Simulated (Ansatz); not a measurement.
# A computed series for TiP: pressure series

Base system: TiP (space group P6_3/mmc, No. 194).

```
TiP
1.0
    3.45478     0.00000     0.00000
   -1.72739     2.99193     0.00000
    0.00000     0.00000    11.60476
Ti P
4 4
Direct
  0.33333   0.66667   0.38375
  0.66667   0.33333   0.61625
  0.66667   0.33333   0.88375
  0.33333   0.66667   0.11625
  0.66667   0.33333   0.25000
  0.33333   0.66667   0.75000
  0.00000   0.00000   0.50000
  0.00000   0.00000   0.00000
```

Cell and atoms are relaxed at each pressure.

Level of theory: Ansatz (a first-principles code), PBEsol, PAW, cutoff 420 eV, no SOC.

```tsv
case	shortest interatomic distance	c/a ratio	density
base	240.8 pm	3.359	4.37 g/cm³
pressure −2 GPa	241.9 pm	3.355	4.31 g/cm³
pressure −1 GPa	241.3 pm	3.356	4.34 g/cm³
pressure 0.3 GPa	240.7 pm	3.360	4.37 g/cm³
pressure 0.7 GPa	240.4 pm	3.361	4.39 g/cm³
pressure 1.5 GPa	240.0 pm	3.363	4.41 g/cm³
pressure 3 GPa	239.3 pm	3.366	4.45 g/cm³
pressure 5 GPa	238.3 pm	3.371	4.50 g/cm³
pressure 7.5 GPa	237.2 pm	3.375	4.57 g/cm³
pressure 10 GPa	236.2 pm	3.381	4.63 g/cm³
```

Load acts through the strain it causes; cell and atoms are relaxed under it. Stability against distortions was not tested. No other phases were tried under pressure. All final runs are without spin polarisation.
